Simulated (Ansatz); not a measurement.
The reference is Ti in the hcp (Mg type) structure (space group P6_3/mmc, No. 194; relaxed with 0.1 eV smearing).

```
Ti
1.0
    2.90164     0.00000     0.00000
   -1.45082     2.51289     0.00000
    0.00000     0.00000     4.59296
Ti
2
Direct
  0.66667   0.33333   0.75000
  0.33333   0.66667   0.25000
```

Cartesian axes are those of the cell as printed.

Calculations: PBEsol in Ansatz (plane waves to 420 eV, PAW, no spin-orbit coupling).

For the base:

| Quantity | Value |
|---|---|
| Pressure | 0.0 GPa |
| Band gap | zero |
| Shortest interatomic distance | 2.843 Å |

Now apply this change: the cell is compressed by 2.00 % along z with no lateral relaxation; the atoms relax in the strained cell.

Question: Estimate the effect on the energy relative to the base.

Answer: The energy increases by 4.3 meV/atom.

Question: How does this affect the pressure?

Answer: The pressure (mean of the normal stresses, compression positive) goes from zero to 2.5 GPa.

Question: Predict the new band gap.

Answer: The band gap stays zero.

Question: Predict the new shortest interatomic distance.

Answer: The shortest interatomic distance drops by 0.037 Å (2.843 Å → 2.806 Å).

Whether these cells are dynamically stable was not tested. The final runs are not spin-polarised.

Ansatz is a first-principles code.
